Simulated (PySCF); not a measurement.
PySCF 2.14.0, TPSSH/def2-svp, df: Pd(H)2(dadMe) (C[N]1=CC=[N](C)->[PdH2]<-1), 17 atoms. The geometry is a generated start, not checked to be a minimum at this level.

```yaml
task: energy
method: tpssh
basis: def2-svp
two_electron_scheme: density fitting
mol.max_memory: 3000 MB
mf.max_cycle: 100
mf.init_guess: minao (default)
mf.DIIS: CDIIS (default)
mf.conv_tol: 1e-09 (default)
mf.grids.level: 3 (default)
effective_core_potentials: those of the basis set, past Kr
basis_functions: 165
grid_points: 204536
```

```xyz
17

Pd    -1.4919    -0.3171    -0.0065
H     -2.3823    -1.5420    -0.0066
H     -2.7941     0.4510    -0.0213
C      0.6033    -2.7053     0.0043
N      0.3210    -1.2999     0.0023
C      1.2974    -0.4585    -0.0054
C      1.0022     0.9436    -0.0037
N     -0.2309     1.3199    -0.0023
C     -0.5367     2.7203     0.0069
H      0.1374    -3.1640    -0.8731
H      1.6822    -2.9137     0.0012
H      0.1442    -3.1595     0.8875
H      2.3401    -0.7823    -0.0106
H      1.8264     1.6590    -0.0019
H      0.3686     3.3431     0.0042
H     -1.1377     2.9474     0.8928
H     -1.1493     2.9579    -0.8678
```

Charge 0 and multiplicity 1 are set for this test and not shown to be the ground state.

One run each on 2 threads, 1 BLAS thread. Values of diis_space tried: 3, 5, 8 (default), 12, 20.

### Question
Predict the course of the Fock builds along this series.

### Answer
Fewest Fock builds, within one of each other: 8 (default) with 16, 12 with 16, 20 with 16. The count rises to 33 at 3. All converge to one solution.

| diis_space | Fock builds | end |
|---|---|---|
| 3 | 33 | same solution |
| 5 | 20 | same solution |
| 8 (default) | 16 | same solution |
| 12 | 16 | same solution |
| 20 | 16 | same solution |
